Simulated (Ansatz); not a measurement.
**CdS: stress against strain**

CdS (wurtzite, P6_3mc, 26.037 Å³/atom at rest, c along z) under a strain ε along c (axis z), the other axes held. PBE in Ansatz, a plane-wave DFT program (PAW, default set), 420 eV, 9×9×5 Γ-centred mesh, Fermi-Dirac smearing 0.05 eV; ions are relaxed within the symmetry of each cell. Stress is positive for a compressed cell.

Here s stands for strain and y for stress zz.

| strain (%) | stress zz (GPa) |
|---|---|
| -3.00 | ? |
| -1.20 | 1.04 |
| -0.60 | 0.51 |
| 0.00 | 0.00 |
| 0.60 | -0.52 |
| 1.20 | -1.02 |

The 5 complete rows are fitted with a straight line, y against s. Means: s 0, y 0.002. About the means, the sum of products is -3.0900 and the sum of squares of s is 3.6000; the slope is their ratio. Least squares gives y = 0.002 - 0.8583·s. Residuals (row less fit): 0.008, -0.007, -0.002, -0.007, 0.008; standard error 0.009 (degrees of freedom: 3). The slope gives the elastic constant C33 = 86 ± 0.5 GPa.

Problem. What does the fit predict for y at s = -3.00, and how far is the calculated value from it?

Solution. y = 0.002 - 0.8583 × (-3.0) = 2.577 GPa. The calculation gives 2.61 GPa, 0.033 GPa above the prediction (0.9 % of the range of y in the table). The row lies outside the fitted rows, so this is an extrapolation. From the scatter of the fitted rows alone, a prediction at this place has a standard error of 0.017 GPa, so the miss is 1.9 times that.

One order more doesn't follow all runs of the series either: the slope changes along it. Rows are the converged runs of the series near zero and its far end; series whose fitted rows scatter by over a few per cent of the range, as at a crossing or softening among them, aren't shown in this form. Most that stay on the fit to the last digits aren't either.
